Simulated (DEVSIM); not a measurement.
Device: abrupt Si n-p junction, at 300 K.

| layer (left to right) | material | thickness (μm) | Nd (cm⁻³) | Na (cm⁻³) | τn (s) | τp (s) |
|---|---|---|---|---|---|---|
| 1 | Si | 0.240 | 6.9e16 | - | 0.00011 | 0.00011 |
| 2 | Si | 4.80 | - | 1.1e17 | 0.00011 | 0.00011 |

Left contact: ohmic. Right contact: ohmic. Voltage is applied to the left contact. Recombination: SRH at mid-gap, Auger. Mobility is constant in doping.

Constants are typed, rounded textbook-type inputs, not results; the design itself was drawn at random and stands for no fabricated device. Values at 300 K.

| parameter | Si |
|---|---|
| gap (eV) | 1.124 |
| affinity (eV) | 4.05 |
| permittivity | 11.7 |
| Nc (cm⁻³) | 2.86e19 |
| Nv (cm⁻³) | 3.1e19 |
| μn (cm²/Vs) | 1417 |
| μp (cm²/Vs) | 470 |
| Cn (cm⁶/s) | 2.8e-31 |
| Cp (cm⁶/s) | 9.9e-32 |

Simulated with DEVSIM: 1D drift-diffusion, Boltzmann statistics, complete ionisation; no tunnelling, impact ionisation, image-force lowering or self-heating.

**Question.** Tabulate band edges, carrier densities and field at 2.0 V on the left contact.

**Answer.** Energies count from the Fermi level of the right contact; mesh points crowd at the junctions.

```tsv
x (μm)	Ec (eV)	Ev (eV)	n (cm⁻³)	p (cm⁻³)	field (V/cm)
0.000	-1.844	-2.968	6.9e16	1700	430
0.01744	-1.843	-2.967	6.7e16	1300	730
0.04738	-1.837	-2.961	5.3e16	630	4200
0.09207	-1.768	-2.892	3.6e15	180	33000
0.1685	-1.204	-2.328	1200000	< 1e2	110000
0.2057	-0.705	-1.829	< 1e2	< 1e2	150000
0.2293	-0.311	-1.435	< 1e2	< 1e2	180000
0.2506	0.080	-1.044	< 1e2	140	170000
0.2797	0.509	-0.615	< 1e2	1.5e9	120000
0.3284	0.906	-0.218	< 1e2	6.7e15	41000
0.4140	0.978	-0.146	< 1e2	1.1e17	98
0.6430	0.978	-0.146	< 1e2	1.1e17	≈ 0
0.9679	0.978	-0.146	140	1.1e17	≈ 0
1.595	0.978	-0.146	280	1.1e17	≈ 0
3.083	0.978	-0.146	620	1.1e17	≈ 0
3.939	0.978	-0.146	810	1.1e17	≈ 0
4.425	0.978	-0.146	920	1.1e17	≈ 0
4.701	0.978	-0.146	980	1.1e17	≈ 0
4.896	0.978	-0.146	1000	1.1e17	≈ 0
4.972	0.978	-0.146	1000	1.1e17	≈ 0
5.012	0.978	-0.146	1100	1.1e17	≈ 0
5.040	0.978	-0.146	1100	1.1e17	≈ 0
```
